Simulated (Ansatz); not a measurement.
# Pressure series in ZnS

The parent structure is ZnS in the zinc blende structure (space group F-43m, No. 216; a = 5.357 Å).

Cell and atoms are relaxed at each pressure.

Method: Ansatz (a first-principles code) PBEsol, no spin-orbit coupling.

| variant | electron mass | band gap | gap character | density |
|---|---|---|---|---|
| base | 0.17 mₑ (at Γ) | 2.09 eV | direct at Γ | 4.21 g/cm³ |
| pressure −2 GPa | 0.16 mₑ (at Γ) | 1.97 eV | direct at Γ | 4.10 g/cm³ |
| pressure −1 GPa | 0.16 mₑ (at Γ) | 2.03 eV | direct at Γ | 4.16 g/cm³ |
| pressure 0.9 GPa | 0.17 mₑ (at Γ) | 2.13 eV | direct at Γ | 4.26 g/cm³ |
| pressure 2.1 GPa | 0.17 mₑ (at Γ) | 2.20 eV | direct at Γ | 4.32 g/cm³ |
| pressure 4.5 GPa | 0.18 mₑ (at Γ) | 2.31 eV | direct at Γ | 4.43 g/cm³ |
| pressure 9 GPa | 0.19 mₑ (at Γ) | 2.49 eV | direct at Γ | 4.62 g/cm³ |
| pressure 15 GPa | 0.19 mₑ (at Γ) | 2.70 eV | direct at Γ | 4.84 g/cm³ |
| pressure 22.5 GPa | 1.1 mₑ along k, 0.30 mₑ across (at X) | 2.67 eV | indirect, Γ → X | 5.08 g/cm³ |
| pressure 30 GPa | 1.2 mₑ along k, 0.30 mₑ across (at X) | 2.54 eV | indirect, Γ → X | 5.29 g/cm³ |

Load acts through the strain it causes; cell and atoms are relaxed under it. Masses are band curvatures over ±0.01 Å⁻¹ around the edge. Along k means along the line from Γ to the band edge. Stability against distortions was not tested. Measured, ZnS leaves this structure (for rock salt) near 14.7 GPa (temperature not stated; as listed in Datta, Sujoy, Jana, Debnarayan, arXiv (2020)), on rising pressure, with hysteresis.
